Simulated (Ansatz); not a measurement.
ZnSe (model structure, from the WC type, P-6m2, No. 187) was calculated with HSE06 (Ansatz, a first-principles code, plane waves, PAW).

The input as run:

Ansatz 0.2 input:
```yaml
crystal:
  lattice:
    - [3.6657771755, 0.0000003034, 0.0]
    - [-1.8328888505, 3.1746560069, 0.0]
    - [0.0, 0.0, 3.271175683]
  atoms:
    - { symbol: Zn, position: [0.0, 0.0, 0.0] }
    - { symbol: Se, position: [0.6666666667, 0.3333333333, 0.5] }
basis:
  ecutwfc: 460
  ecutrho_ratio: 4
  xc_grid: 2
kpoints:
  mp_grid: { grid: [9, 9, 8] }
hamiltonian:
  xc: hse06
  dispersion: none
  pseudopotentials: { kind: paw }
scf:
  occupations: { method: fermi_dirac, width: 0.05 }
  convergence: { dr2_threshold: 0.0000000002 }
output:
  forces: true
  stress: true
  eigenvalues: true
```

The run printed, among other lines:

```
WARN output.stress: scf.exx.energy_threshold = 1e-6 eV is looser than the 2e-8 eV advised for a stress under a hybrid functional (1e-8 eV for each atom of the …
Crystal: 2 atoms, lattice volume = 38.069 Å³
Basis set: ecut = 460 eV, 863 PW (Γ), exchange–correlation on 54×54×48 points (8 copies of the dense FFT grid, shifted against one another)
Bands: 18, of which v1, the nominal top of the filled ones, is band 14 counted from 1 (13 counted from 0)
Symmetry: 12 space group operations
Space group: P-6m2 (ITA 187), of the structure as read, at distance tolerance 3.4e-5 Å
k-points: 60 of 648 (time reversal used)
SCF iter   1: F=—  HF=-8788.476903 eV  |F-HF|=—  |Δ(HF+E_count)|=         —  Δρ=3.67e-3  dr2=5.78e-3
SCF iter   2: F=—  HF=-8788.475807 eV  |F-HF|=—  |Δ(HF+E_count)|=   1.10e-3  Δρ=2.00e-3  dr2=1.66e-3
  ...
SCF 1 converged in 8 iterations: F = -8788.475398 eV  dr2 = 1.14e-10
Crystal: 2 atoms, lattice volume = 38.069 Å³
Initial density: handed on by an earlier stage of this run
Crystal: 2 atoms, lattice volume = 38.069 Å³
SCF iter   5: F=—  HF=-8789.997603 eV  |F-HF|=—  |Δ(HF+E_count)|=   2.03e-8  Δρ=2.82e-6  dr2=2.67e-9
SCF iter   6: F=-8789.997603 eV  HF=-8789.997603 eV  |F-HF|=1.46e-11  |Δ(HF+E_count)|=  8.86e-10  Δρ=1.90e-7  dr2=6.76e-11
SCF 3 converged in 6 iterations: F = -8789.997603 eV  dr2 = 6.76e-11
Free energy (F): -8789.997603 eV
Internal energy: -8789.994921 eV  (E = F + TS)
E sigma→0 (E₀):  -8789.996262 eV
Fermi energy:    9.787079 eV
--- Stress (GPa, compression-positive) ---
        3.008851       0.000000       0.000000
        0.000000       3.008851       0.000000
        0.000000       0.000000       3.480557
  P = ⅓ Tr σ = 3.1661 GPa (31.661 kbar)
```

The PAW data were made under PBE.

Note: PBE has no gap here, and a hybrid on a coarse mesh can open a false one. Note: the cell keeps the symmetry of its start, so it can be a saddle point. Note: cell and atoms aren't relaxed at this level (pressure 3.2 GPa).

It cost about 4 core-minutes (a rough figure) of CPU time.

A model structure was made by putting elements into a prototype or built by hand; it is no filed structure, need not be a known phase, and can be a saddle point held by its symmetry.
